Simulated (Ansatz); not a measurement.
Functionals compared on a constructed model of the (111) surface of fcc Cu, a pseudomorphic layer of Ru in the host's stacking (bottom of the slab: a bare face, its two planes held), in Ansatz (plane waves, PAW). The structure was relaxed with PBE; the other rows are single points on it. Cutoff 420 eV (500 eV for r2SCAN).

Slab: 7 atoms, 13.0 Å thick at the start with caps and adatoms (thin: gaps and levels are the slab's own); k 17x17x1, smearing 0.1 eV, dipole-corrected; 2 atoms held, the rest relaxed; symmetry of the start imposed; no spin, no spin-orbit, no U. In PBE it is, or lies within 0.01 eV a 1x1 cell of, the lowest of the 2 structures of its composition computed so far; subsurface sites and larger cells were not tried. These notes are the PBE run's.

```tsv
functional	work function of the top face (eV)	rough cost of the single point
PBE	5.49	–
RPBE	5.34	very roughly 22 core-seconds
r2SCAN	___	very roughly 60 core-seconds
```

Task: Complete the blanks.

Result: 
- r2SCAN, work function of the top face (eV): 5.59

Ansatz is a program for electronic structure.
